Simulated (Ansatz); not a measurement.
Consider interstitial Na in anatase TiO2, charge state +1. All values below come from PBE, PAW (plane waves to 420 eV; Ansatz, a program for electronic structure).

Cell of 108 host sites held at the relaxed PBE lattice; the Γ point alone; Fermi-Dirac width 0.01 eV, spin-restricted; finite-size errors left in. Energies are static. The charge state is imposed; whether it is stable for some Fermi level was not computed. Sites that were not tried may lie lower.

Barriers: single points on a 2×2×2 k-point mesh shifted by half a step at the bands' geometries.

The step: Na moves alone to another site; the atom moves 2.25 Å along (-0.50, 0.00, -0.12) of the unit cell; the moving atom starts with neighbours 2 O at 2.09, 2 O at 2.15, O at 2.24 Å and ends with 2 O at 2.09, 2 O at 2.15, O at 2.24 Å.

**Question.** Estimate the migration barrier of this step that PBE, PAW returns for this input.

**Answer.** 471 meV, the same both ways. At the saddle the moving atom has neighbours 2 O at 2.06, 4 O at 2.25; 4 Ti at 2.64 Å. The saddle point's order was not checked, and it lies on a symmetry element of the cell, where a band can be held.
